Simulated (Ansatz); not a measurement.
Functionals compared on a constructed model of the (100) surface of fcc Ir, a pseudomorphic layer of Os in the host's stacking (bottom of the slab: a bare face, its two planes held), in Ansatz (plane waves, PAW). The structure was relaxed with PBE; the other rows are single points on it. Cutoff 420 eV (500 eV for r2SCAN).

Set-up: 7 atoms, 11.9 Å thick at the start; mesh 14x14x1; 0.1 eV smearing; dipole correction on; 2 atoms held, the rest relaxed; start symmetry kept, larger cells not searched; no spin, no spin-orbit, no U. It is one candidate, not shown to be the stable structure of the face. These notes are the PBE run's.

```json
[
 {"functional": "PBE", "work function of the top face (eV)": "5.44", "rough cost of the single point": "–"},
 {"functional": "RPBE", "work function of the top face (eV)": "5.29", "rough cost of the single point": "very roughly 28 core-seconds"},
 {"functional": "r2SCAN", "work function of the top face (eV)": "5.52", "rough cost of the single point": "around 50 core-seconds (rough)"}
]
```

Ansatz is an electronic-structure program.
